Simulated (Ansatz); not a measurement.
## Ir under a change: pressure 2.1 GPa

The reference is Ir in the fcc (Cu type) structure (space group Fm-3m, No. 225; a = 3.844 Å).

Modification: cell and atoms relaxed at a pressure of 2.1 GPa.

Level of theory: plane-wave PAW DFT at the r2SCAN level (Ansatz, a first-principles code, 500 eV), no SOC. Settings: 21×21×21 k-points, 0.05 eV Fermi–Dirac smearing.

- Lattice parameter a: 3.837 Å (base 3.844 Å)
- Shortest interatomic distance: 2.713 Å (base 2.718 Å)
- Enthalpy H = E + PV relative to the base's energy: +0.19 eV/atom
- Band gap: zero (base zero)

Cost of the whole job for the changed cell (relaxation, final SCF and bands): around 26 core-seconds (rough).

Load acts through the strain it causes; cell and atoms are relaxed under it. Whether these cells are dynamically stable was not tested. All final runs are without spin polarisation.
